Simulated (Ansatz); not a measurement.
The starting structures come from a database of crystals and need not be the phases stable at ambient conditions.

```xyz
10
Lattice="7.9764 0.0094 0.0572 0.8425 8.5727 -0.0192 0.9470 -1.8880 3.3151" Properties=species:S:1:pos:R:3 pbc="T T T"
Mo     0.8433     3.5005     1.4318
Mo     0.0790    -0.1018     0.2404
Br     5.7665     0.5746     0.9258
Br     6.6956     3.8485     2.6941
Br     4.1414     6.7977     2.6055
Br     3.2803     3.3883     1.0755
O      0.5278    -0.8080     1.7571
O      0.4603     4.4528     0.0364
O      0.4919     1.8721     0.8759
O      1.4069     5.1741     2.5947
```

Space group of this cell: Cc. The cell was relaxed by PBE-D3(BJ); by PBEsol its mean pressure is -1.3 GPa.

Transport runs along the normal of the first two printed cell vectors.

No gap correction and no spin-orbit coupling; mid-gap values are interpolated between computed energies.

Predict the band gap and the smallest decay constant κ at mid-gap from PBEsol (Ansatz, an electronic-structure program).

Gap 1.20 eV on a 10×10×10 mesh; κ = 0.285 1/Å, at (0.500, 0.000) of the in-plane reciprocal vectors. At the zone centre, at the nearest computed energy, the slowest state has κ = 0.29 1/Å.
